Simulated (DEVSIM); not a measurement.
Device: Schottky contact on n-type Si, at 350 K.

| layer (left to right) | material | thickness (μm) | Nd (cm⁻³) | τn (s) | τp (s) |
|---|---|---|---|---|---|
| 1 | Si | 2.50 | 6.3e16 | 0.00022 | 0.00022 |

Left contact: Schottky, work function 4.63 eV, emission velocity 3.8e6 cm/s. Right contact: ohmic. Voltage is applied to the left contact. Recombination: SRH at mid-gap, Auger. Gap narrowing is on: ΔEg = 6.92 meV × (l + √(l² + 0.5)), l = ln(N/1.3e17 cm⁻³), shared equally by both band edges. Mobility is μmin + (μ − μmin)/(1 + (N/Nref)^α).

This is a model device: material constants are rounded textbook-type values typed into the input, and sizes, dopings and lifetimes were drawn at random. Values at 300 K; Nc and Nv go as T^1.5, mobilities as T to minus their exponent, the gap by Varshni's rule with the affinity fixed.

```
parameter               Si
----------------  --------
gap (eV)             1.124
affinity (eV)         4.05
permittivity          11.7
Nc (cm⁻³)          2.86e19
Nv (cm⁻³)           3.1e19
μn (cm²/Vs)           1417
μp (cm²/Vs)            470
μn,min                  52
μp,min                  45
Nref,n              9.7e16
Nref,p              2.2e17
αn                    0.68
αp                    0.72
T exponent of μn       2.3
T exponent of μp       2.2
Cn (cm⁶/s)         2.8e-31
Cp (cm⁶/s)         9.9e-32
Varshni α (eV/K)  0.000473
Varshni β (K)          636
```

Model (solved in DEVSIM): 1D drift-diffusion, Boltzmann statistics, complete ionisation; no tunnelling, impact ionisation, image-force lowering or self-heating. Metal contacts follow the ideal Schottky-Mott rule: no Fermi-level pinning, no interface dipoles.

Base results: potential step across the device at zero bias (V) 0.388; largest field in the device at zero bias (V/cm) 83000; dark forward voltage at 100 A/cm² (V) 0.217.

### Question
What follows from this one change: doping Nd of layer 1 6.3e+16 → 1.9e+17 cm^-3?

### Answer
potential step across the device at zero bias 0.388 → 0.418 V; largest field in the device at zero bias 83000 → 150000 V/cm; dark forward voltage at 100 A/cm² 0.217 → 0.210 V.

### Question
What follows from this one change: temperature 350 → 250 K?

### Answer
potential step across the device at zero bias 0.388 → 0.453 V; largest field in the device at zero bias 83000 → 91000 V/cm; dark forward voltage at 100 A/cm² 0.217 → 0.330 V.

### Question
What follows from this one change: metal work function 4.63 → 4.58 eV?

### Answer
potential step across the device at zero bias 0.388 → 0.338 V; largest field in the device at zero bias 83000 → 77000 V/cm; dark forward voltage at 100 A/cm² 0.217 → 0.167 V.

### Question
What follows from this one change: metal work function 4.63 → 4.53 eV?

### Answer
potential step across the device at zero bias 0.388 → 0.288 V; largest field in the device at zero bias 83000 → 70000 V/cm; dark forward voltage at 100 A/cm² 0.217 → 0.118 V.
